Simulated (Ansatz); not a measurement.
Given:

```yaml
crystal:
  lattice:
    - [0.00000, 2.77149, 2.77149]
    - [2.77149, 0.00000, 2.77149]
    - [2.77149, 2.77149, 0.00000]
  atoms:
    - { symbol: Ge, position: [0.00000, 0.00000, 0.00000] }
    - { symbol: Ge, position: [0.25000, 0.25000, 0.25000] }
```

The numbers are results of r2SCAN with spin-orbit coupling, rigid bands (plane waves, PAW; Ansatz, a program for electronic structure), not measurements. Condition of this run: hydrostatic pressure of 5.6 GPa (compression positive) (the target of the relaxation). Geometry: cell and atoms relaxed with PBEsol, then loaded as said.

Problem. Predict the hole conductivity mass (n e² τ/σ) at 300 K, by direction if it differs.

Solution. 0.24 mₑ.

Problem. Predict the electron conductivity mass (n e² τ/σ) at 300 K, by direction if it differs.

Solution. 0.185 mₑ.

Problem. And the band gap?

Solution. 0.58 eV at this level; semilocal functionals usually fall short of the measured gap.

Rigid bands, one relaxation time for all states, no polarons. Geometry: cell and atoms relaxed with PBEsol.
